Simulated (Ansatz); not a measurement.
Here is the system:

```
CELL_PARAMETERS angstrom
      0.00000     2.80237     2.80237
      2.80237     0.00000     2.80237
      2.80237     2.80237     0.00000
ATOMIC_POSITIONS crystal
  Be 0.00000 0.00000 0.00000
  Te 0.75000 0.75000 0.75000
```

Level of theory: PBEsol with spin-orbit coupling, rigid bands (plane waves, PAW; Ansatz, a first-principles code). Geometry: cell and atoms relaxed with PBEsol.

Question: What conductivity effective mass do dilute holes have at 300 K?

Answer: 0.38 mₑ.

Question: What conductivity effective mass do dilute electrons have at 300 K?

Answer: 0.36 mₑ.

Question: And the band gap?

Answer: 1.54 eV at this level; semilocal functionals usually fall short of the measured gap.

Rigid bands, one relaxation time for all states, no polarons.
